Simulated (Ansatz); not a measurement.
## Hf on the Ga site (Hf_Ga) (beta Ga2O3 host)

Calculation: PBE, PAW (plane waves to 420 eV; Ansatz, a quantum-chemistry and plane-wave program). Cell: 120 sites, 1×3×2 repeats of a cell of 20 atoms; final energies on a 2×2×2 shifted mesh. Site at the start: the Ga(2) site. Energies of charged states are corrected for periodic images (point charge plus alignment at distant sites). Dielectric constants: PBE linear response of the host. Host gap at this level: 2.01 eV. These values are not converged in cell size to better than tenths of an eV. PBE underestimates the host's gap, which shifts levels and can delocalise carriers. Spin–orbit coupling is left out, which matters for these heavy elements. Each state is the lowest found from its start.

Formation energies E_f are given with the Fermi level at the valence-band maximum. Chemical conditions: Ga-rich (Δμ(Ga) = 0.00 eV, Δμ(Hf) = -4.31 eV, bounded by monoclinic HfO2; only phases computed here count, gases as isolated molecules at 0 K); O-rich (Δμ(Ga) = -4.56 eV, Δμ(Hf) = -10.38 eV, bounded by monoclinic HfO2; only phases computed here count, gases as isolated molecules at 0 K). Reference phases: Ga: alpha gallium, Hf: hcp Hf.

Charges with a result: +1, 0, −1. Others weren't obtained, and one of them could lie lower, also by skipping a charge.

| charge | moment (μB) | point group | largest move off a lattice site (Å) | image correction with alignment (eV) | E_f, Ga-rich (eV) | E_f, O-rich (eV) |
|---|---|---|---|---|---|---|
| +1 | not spin-polarised | Cs | 0.10 | 0.36 | -1.58 | -0.07 |
| 0* | quenched | Cs | 0.10 | – | – | – |
| −1* | not spin-polarised | Cs | 0.10 | – | – | – |

* At this level the carrier isn't localised at the defect: at charge 0 electrons occupy the conduction band; at charge −1 electrons occupy the conduction band. Such a state is shallow or no state of the defect, and this cell gives it no level.

Point groups are those of the whole cell at tolerances of 0.03 and 0.1 Å ("near" where only the looser one holds); none is given for unsettled states.

Starting moments that weren't kept: charge 0 began with 1 μB and ended with 0.0.

No other site or start that was run ended lower by more than 0.1 eV.

Flagged in the runs: a doubtful potential alignment, a host whose relaxation on this sampling wasn't shown to rest.
